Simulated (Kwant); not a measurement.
Device: wire with a row of barriers in a ZnO two-dimensional gas. Effective mass 0.3 mₑ, grid spacing 3.3 nm, hard walls, nominal width 80 nm (25 grid rows, so walls 85.8 nm apart), one parabolic valley, scattering region 330 nm long along x; energies count from the band bottom; Fermi energy swept from 0.00015668 to 0.0018606 eV. 2 barrier(s) across the wire, height 0.0095 eV, thickness 9.9 nm (about 3 grid columns), spaced by 39.6 nm.

Constants are typed, rounded textbook-type inputs, not results; the design itself was drawn at random and stands for no fabricated device.

Kwant, effective-mass tight-binding model on a square grid, one spin, coherent transport at 0 K. Conductance is in e²/h.

Q: How many channels do the leads carry at E = 0.864, 1.07 meV?

A: The hard-wall thresholds are n² ħ²π²/(2mW²) = n² × 0.170 meV with W = 85.8 nm. √(0.864/0.170) = 2.25, so 2. √(1.07/0.170) = 2.50, so 2.
